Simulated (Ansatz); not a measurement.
The structure below was relaxed with PBEsol (Ansatz, a first-principles code, PAW, no spin-orbit coupling), at pressure 4.5 GPa.

```yaml
crystal:
  lattice:
    - [-2.64222, 2.64222, 5.28947]
    - [2.64222, -2.64222, 5.28947]
    - [2.64222, 2.64222, -5.28947]
  atoms:
    - { symbol: Cu, position: [0.00000, 0.00000, 0.00000] }
    - { symbol: Cu, position: [0.75000, 0.25000, 0.50000] }
    - { symbol: Zn, position: [0.25000, 0.75000, 0.50000] }
    - { symbol: Sn, position: [0.50000, 0.50000, 0.00000] }
    - { symbol: S, position: [0.36975, 0.89986, 0.00894] }
    - { symbol: S, position: [0.10014, 0.10908, 0.46990] }
    - { symbol: S, position: [0.89092, 0.36082, 0.99106] }
    - { symbol: S, position: [0.63918, 0.63025, 0.53010] }
```

Problem. Find the space group and the Wyckoff positions.

Solution. Space group I-4 (No. 82); a = b = 5.284 Å, c = 10.579 Å, α = β = γ = 90.00°

```tsv
atom	site	symmetry	x	y	z
Cu	2a	-4..	0.0000	0.0000	0.0000
Cu	2c	-4..	0.0000	0.5000	0.2500
Zn	2d	-4..	0.5000	0.0000	0.2500
Sn	2b	-4..	0.0000	0.0000	0.5000
S	8g	1	0.2606	0.2695	0.3697
```

Problem. Describe the coordination.

Solution. The crystal has 16 atoms in its conventional cell. Cell: a = b = 5.2844 Å, c = 10.5789 Å, α = β = γ = 90.00°. Cu1 sees 4 S at 2.233 Å (tetrahedral). Cu2 is coordinated by 4 S at 2.232 Å (tetrahedral). Zn is surrounded by 4 S at 2.287 Å (tetrahedral). Sn is surrounded by 4 S at 2.414 Å (tetrahedral). S has 2 Cu at 2.232 Å and 1 Zn at 2.287 Å and 1 Sn at 2.414 Å (tetrahedral). (Neighbours: up to the widest gap in distance over summed covalent radii, below 1.35, at either atom; cation-cation and far metal-metal contacts left out.)

Load acts through the strain it causes; cell and atoms are relaxed under it. No phonon test of stability was made. All final runs are without spin polarisation. The cell was made from ZnCu$_{2}$SnS$_{4}$ (space group I-4, No. 82) by this change: pressure 4.5 GPa.
